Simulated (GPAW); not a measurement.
GPAW is run on CsSnBr₃ (Pm-3m, 5 atoms in the cell), and the run fails. The aim is a self-consistent single point with DFT PBEsol, LCAO dzp, GPAW PAW datasets PBEsol (made by gpaw-setup).

Cell that was meant: a = 5.5633 Å, b = 5.5633 Å, c = 5.5633 Å, α = 90.00°, β = 90.00°, γ = 90.00°.

Part of the input:

```python
from gpaw import GPAW

atoms = Atoms(['Cs', 'Sn', 'Br', 'Br', 'Br'],
              cell=[[2.943984, 0.000000, 0.000000],
                    [0.000000, 2.943984, 0.000000],
                    [0.000000, 0.000000, 2.943984]],
              scaled_positions=[[0.000000, 0.000000, 0.000000],
                                [0.500000, 0.500000, 0.500000],
                                [0.000000, 0.500000, 0.500000],
[...]
            occupations={'name': 'fermi-dirac', 'width': 0.05},
            convergence={'density': 1e-05, 'energy': 1e-05},
            symmetry={'symmorphic': False, 'tolerance': 0.0005},
            maxiter=60,
            txt='-')

atoms.calc = calc
```

Log, with long lists cut:

```
Input parameters:
  basis: dzp
  convergence: {density: 1e-05,
                energy: 1e-05}
  h: 0.18
  kpts: [3 3 3]
  maxiter: 60
  mode: lcao
  occupations: {name: fermi-dirac,
                width: 0.05}
  symmetry: {symmorphic: False,
             tolerance: 0.0005}
  xc: PBEsol

species:
  Cs:
    name: Caesium
    Z: 55.0
    valence: 9
   [... lines left out ...]
  Atomic Correction: dense with blas
  Data-type: complex

Occupation numbers: Fermi-Dirac:
  width: 0.0500  # eV

Eigensolver
   LCAO using direct dense diagonalizer

Densities:
  Coarse grid: 16*16*16 grid
  Fine grid: 32*32*32 grid
  Total Charge: 0.000000

Density mixing:
  Method: separate
  Backend: pulay
  Linear mixing parameter: 0.05
  old densities: 5
  Damping of long wavelength oscillations: 50

Hamiltonian:
  XC and Coulomb potentials evaluated on a 32*32*32 grid
  Interpolation: tri-quintic (5. degree polynomial)
  Poisson solver: FastPoissonSolver using
    Stencil: 6*3+1=19 point O(h^6) finite-difference Laplacian
    FFT axes: [np.int64(0), np.int64(1), np.int64(2)]
    FST axes: []

XC parameters: PBEsol with 2 nearest neighbor stencil

Number of atoms: 5
Number of atomic orbitals: 91
Number of bands in calculation: 26
Number of valence electrons: 44
Bands to converge: occupied

Density initialized from atomic densities
Positions:
   0 Cs     0.000000    0.000000    0.000000    ( 0.0000,  0.0000,  0.0000)
   1 Sn     1.471992    1.471992    1.471992    ( 0.0000,  0.0000,  0.0000)
   2 Br     0.000000    1.471992    1.471992    ( 0.0000,  0.0000,  0.0000)
   3 Br     1.471992    1.471992    0.000000    ( 0.0000,  0.0000,  0.0000)
   4 Br     1.471992    0.000000    1.471992    ( 0.0000,  0.0000,  0.0000)

Unit cell:
           periodic     x           y           z      points  spacing
  1. axis:    yes    2.943984    0.000000    0.000000    16     0.1840
  2. axis:    yes    0.000000    2.943984    0.000000    16     0.1840
  3. axis:    yes    0.000000    0.000000    2.943984    16     0.1840

  Lengths:   2.943984   2.943984   2.943984
  Angles:   90.000000  90.000000  90.000000

Effective grid spacing dv^(1/3) = 0.1840

Traceback (most recent call last):
   [... frames left out ...]
numpy.linalg.LinAlgError: The leading minor of order 43 of B is not positive definite. The factorization of B could not be completed and no eigenvalues or eigenvectors were computed.
```

Problem. Read the log: what does the program object to, and what is the fix?

Solution. The fault is this: cell numbers converted the wrong way (times 0.529); here the program stops on it instead of giving results. To fix it, give the lengths in the unit that the key or card expects. The program stopped with an error.

The sound input it was made from differs as follows (other fixes are possible):
```diff
-              cell=[[2.943984, 0.000000, 0.000000],
-                    [0.000000, 2.943984, 0.000000],
-                    [0.000000, 0.000000, 2.943984]],
+              cell=[[5.563324, 0.000000, 0.000000],
+                    [0.000000, 5.563324, 0.000000],
+                    [0.000000, 0.000000, 5.563324]],
-            maxiter=60,
+            maxiter=100,
```

With that input, the run converged in 11 iterations: free energy E − TS (from the program's reference atoms) -16.1638 eV (DFT PBEsol, LCAO dzp, GPAW PAW datasets PBEsol (made by gpaw-setup)).

On the sound input: the starting cell was generated: these elements placed on a structure prototype, without a prior relaxation; it need not be a known phase or ordering of this composition. Values carry the incompleteness of an atom-centred basis. A gap is left out here, as mesh or smearing make it unsure.
